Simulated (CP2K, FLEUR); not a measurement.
A CP2K input for a self-consistent single point of TaAs (I4_1md, 4 atoms in the cell) (DFT PBE, GPW, DZVP-MOLOPT-SR-GTH basis, GTH-PBE potentials (GTH_POTENTIALS)):

```
&GLOBAL
  PROJECT taas
  RUN_TYPE ENERGY_FORCE
  PRINT_LEVEL LOW
&END GLOBAL
&FORCE_EVAL
  METHOD Quickstep
  STRESS_TENSOR ANALYTICAL
  &DFT
    BASIS_SET_FILE_NAME BASIS_MOLOPT
    POTENTIAL_FILE_NAME GTH_POTENTIALS
    &QS
      METHOD GPW
      EPS_DEFAULT 1E-10
    &END QS
    &MGRID
      CUTOFF 500
      REL_CUTOFF 40
      NGRIDS 5
    &END MGRID
    &SCF
      SCF_GUESS ATOMIC
      EPS_SCF 1E-6
      MAX_SCF 100
      ADDED_MOS 7
      &DIAGONALIZATION
        ALGORITHM STANDARD
      &END DIAGONALIZATION
      &MIXING
        METHOD BROYDEN_MIXING
        ALPHA 0.2
        NBUFFER 8
        BETA 1.5
      &END MIXING
      &SMEAR ON
        METHOD FERMI_DIRAC
        ELECTRONIC_TEMPERATURE [K] 1160.45
      &END SMEAR
    &END SCF
    &KPOINTS
      SCHEME MONKHORST-PACK 8 8 8
      GAMMA_CENTERED T
    &END KPOINTS
    &XC
      &XC_FUNCTIONAL PBE
      &END XC_FUNCTIONAL
    &END XC
    &PRINT
      &MO
        EIGENVALUES T
        OCCUPATION_NUMBERS T
        NDIGITS 8
        FILENAME mo
        &EACH
          QS_SCF 0
        &END EACH
        ADD_LAST NUMERIC
      &END MO
      &MULLIKEN OFF
      &END MULLIKEN
    &END PRINT
  &END DFT
  &SUBSYS
    &CELL
      ABC 6.31943900 6.31943906 6.31943903
      ALPHA_BETA_GAMMA 148.55015773 148.55015758 45.07387454
      PERIODIC XYZ
    &END CELL
    &COORD
      Ta       4.92660103     3.35557277     1.21105400
      Ta       8.08632053     3.35557277     0.00000000
      As       0.42676102     1.48827843     1.21105400
      As       3.58648052     1.48827843     0.00000000
    &END COORD
    &KIND Ta
      BASIS_SET DZVP-MOLOPT-SR-GTH
      POTENTIAL GTH-PBE-q13
    &END KIND
    &KIND As
      BASIS_SET DZVP-MOLOPT-SR-GTH
      POTENTIAL GTH-PBE-q5
    &END KIND
  &END SUBSYS
  &PRINT
    &FORCES ON
    &END FORCES
    &STRESS_TENSOR ON
    &END STRESS_TENSOR
  &END PRINT
&END FORCE_EVAL
```

### Question
Translate this input to FLEUR.

### Answer
One input that does it (others would too):

Input of the input generator:

```
scf TaAs
&input film=f /
-3.2365131467 3.2365131467 11.0300290333
3.2365131467 -3.2365131467 11.0300290333
3.2365131467 3.2365131467 -11.0300290333
1.0
1.0 1.0 1.0

4
73 0.4999700000 0.9999700000 0.5000000000
73 0.7499700000 0.7499700000 0.0000000000
33 0.0826300000 0.5826300000 0.5000000000
33 0.3326300000 0.3326300000 0.0000000000

&comp jspins=1 /
&kpt div1=8 div2=8 div3=8 gamma=t /
&end /
```

```xml
<?xml version="1.0" encoding="UTF-8" standalone="no"?>
<fleurInput fleurInputVersion="0.39">
   <comment>
      scf TaAs                                                                                            
   </comment>
   <calculationSetup>
      <cutoffs Kmax="4.3" Gmax="12.9" GmaxXC="12.9" numbands="0"/>
      <scfLoop itmax="80" minDistance="0.00001" maxIterBroyd="25" imix="Anderson" alpha="0.05" precondParam="0.0" spinf="2.0"/>
      <coreElectrons ctail="T" frcor="F" kcrel="0" coretail_lmax="0"/>
      <xcFunctional name="pbe" relativisticCorrections="F"/>
      <magnetism jspins="1"/>
      <soc l_soc="F" theta="0.0" phi="0.0" spav="F"/>
      <expertModes spex="0" secvar="F"/>
      <geometryOptimization l_f="T" forcealpha="1.0" forcemix="BFGS" epsdisp="0.00001" epsforce="0.00001"/>
      <ldaU l_linMix="F" mixParam="0.05" spinf="1.0"/>
   </calculationSetup>
   <cell>
      <bzIntegration valenceElectrons="84.0" mode="hist" fermiSmearingEnergy="0.00367493">
         <kPointListSelection listName="default-1"/>
         <!-- k-points included here -->
         <xi:include xmlns:xi="http://www.w3.org/2001/XInclude" href="kpts.xml"> </xi:include>
      </bzIntegration>
      <!-- symmetry operations included here -->
      <xi:include xmlns:xi="http://www.w3.org/2001/XInclude" href="sym.xml"> </xi:include>
      <bulkLattice scale="1.0">
         <bravaisMatrix>
            <row-1>   -3.2365131467000001     3.2365131467000001    11.0300290333000000</row-1>
            <row-2>    3.2365131467000001    -3.2365131467000001    11.0300290333000000</row-2>
            <row-3>    3.2365131467000001     3.2365131467000001   -11.0300290333000000</row-3>
         </bravaisMatrix>
      </bulkLattice>
   </cell>
   <atomSpecies>
      <species name="Tantalum (Ta)" element="Ta" atomicNumber="73">
         <mtSphere radius="2.34" gridPoints="807" logIncrement="0.016"/>
         <atomicCutoffs lmax="10" lnonsphr="8"/>
         <electronConfig flipSpins="F">
            <coreConfig>(1s1/2) (2s1/2) (2p1/2) (2p3/2) (3s1/2) (3p1/2) (3p3/2) (4s1/2) (3d3/2) (3d5/2) (4p1/2) (4p3/2) (4d3/2) (4d5/2)</coreConfig>
            <valenceConfig>(5s1/2) (5p1/2) (5p3/2) (6s1/2) (4f5/2) (4f7/2) (5d3/2) (5d5/2)</valenceConfig>
            <stateOccupation state="(5d3/2)" spinUp="0.6" spinDown="0.6"/>
            <stateOccupation state="(5d5/2)" spinUp="0.9" spinDown="0.9"/>
         </electronConfig>
         <energyParameters s="6" p="6" d="5" f="5"/>
         <lo type="SCLO" l="0" n="5" eDeriv="0"/>
         <lo type="SCLO" l="1" n="5" eDeriv="0"/>
         <lo type="SCLO" l="3" n="4" eDeriv="0"/>
      </species>
      <species name="Arsenic (As)" element="As" atomicNumber="33">
         <mtSphere radius="2.34" gridPoints="807" logIncrement="0.015"/>
         <atomicCutoffs lmax="10" lnonsphr="8"/>
         <electronConfig flipSpins="F">
            <coreConfig>(1s1/2) (2s1/2) (2p1/2) (2p3/2) (3s1/2) (3p1/2) (3p3/2)</coreConfig>
            <valenceConfig>(4s1/2) (3d3/2) (3d5/2) (4p1/2) (4p3/2)</valenceConfig>
            <stateOccupation state="(4p1/2)" spinUp="0.5" spinDown="0.5"/>
            <stateOccupation state="(4p3/2)" spinUp="1.0" spinDown="1.0"/>
         </electronConfig>
         <energyParameters s="4" p="4" d="3" f="4"/>
      </species>
   </atomSpecies>
   <atomGroups>
      <atomGroup species="Tantalum (Ta)">
         <relPos label="                   1">.4999700000 -.0000300000 1.000/2.000</relPos>
         <relPos label="                   2">-.2500300000 -.2500300000 .0000000000</relPos>
         <force calculate="T" relaxXYZ="TTT"/>
      </atomGroup>
      <atomGroup species="Arsenic (As)">
         <relPos label="                   3">.0826300000 -.4173700000 1.000/2.000</relPos>
         <relPos label="                   4">.3326300000 .3326300000 .0000000000</relPos>
         <force calculate="T" relaxXYZ="TTT"/>
      </atomGroup>
   </atomGroups>
   <output dos="F" band="F" slice="F">
      <checks vchk="F" cdinf="F"/>
      <bandDOS minEnergy="-.5*Htr" maxEnergy="0.5*Htr" sigma="0.015" storeEVData="T"/>
      <vacuumDOS vacdos="F" integ="F" star="F" nstars="0" locx1="0.0" locy1="0.0" locx2="0.0" locy2="0.0" nstm="0" tworkf="0.0"/>
      <unfoldingBand unfoldBand="F" supercellX="1" supercellY="1" supercellZ="1"/>
      <plotting iplot="0" polar="F">
         <plot TwoD="T" vec1="  1.0  0.0  0.0" vec2="  0.0  1.0  0.0" vec3="  0.0  0.0  1.0" zero="  0.0  0.0  0.0" file="plot"/>
      </plotting>
      <chargeDensitySlicing numkpt="0" minEigenval="0.0" maxEigenval="0.0" nnne="0" pallst="F"/>
      <specialOutput eonly="F"/>
      <magneticCircularDichroism mcd="F" energyLo="-10.0" energyUp="0.0"/>
   </output>
  <!-- We include the file relax.xml here to enable relaxations (see documentation) -->
  <xi:include xmlns:xi="http://www.w3.org/2001/XInclude" href="relax.xml"> <xi:fallback/> </xi:include>
</fleurInput>
```

Basis, cutoffs, solver keys and any potentials are the target program's own. This input uses DFT, PBE, all-electron FLAPW (FLEUR), scalar-relativistic valence.

The starting cell comes from a database of computed structures (which also holds hypothetical and non-ambient phases and stackings), without a prior relaxation at this level. Its lattice was rescaled by a random factor within 2.5 % of one. For this run, on top of that: lattice scaled by 0.98.
